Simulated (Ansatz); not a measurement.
# HgTe (P3₁21, No. 152, 6 atoms in the cell; start mp-358; another space group than a measured phase of this formula): smallest direct gap on the k points sampled by level of theory

No measured value is used here.

```json
[
 {"level (code)": "PBEsol+SOC (Ansatz)", "value (eV)": "0.35"},
 {"level (code)": "r²SCAN+SOC (Ansatz)", "value (eV)": "0.57"},
 {"level (code)": "HSE06 (Ansatz)", "value (eV)": "1.04"},
 {"level (code)": "HSE06+SOC (Ansatz)", "value (eV)": "0.79"},
 {"level (code)": "PBE0 (Ansatz)", "value (eV)": "1.59"},
 {"level (code)": "r²SCAN0 (Ansatz)", "value (eV)": "1.77"}
]
```

At these levels the smallest gap is indirect and lower: PBEsol+SOC 0.28, r²SCAN+SOC 0.49, HSE06 0.79, HSE06+SOC 0.71, PBE0 1.34, r²SCAN0 1.51 eV. Computed values are for a static lattice. Levels without +SOC have no spin–orbit coupling; where heavier elements are present it shifts gaps, mostly down, and can invert bands.  Values are at the PBEsol cell. Cutoffs and k meshes differ between the levels. Ansatz's density-functional and Hartree–Fock values are scalar-relativistic unless marked +SOC, with PAW data made under PBE.

A start named mp-… is a Materials Project structure, which need not be a measured phase.

Ansatz is an electronic-structure program.
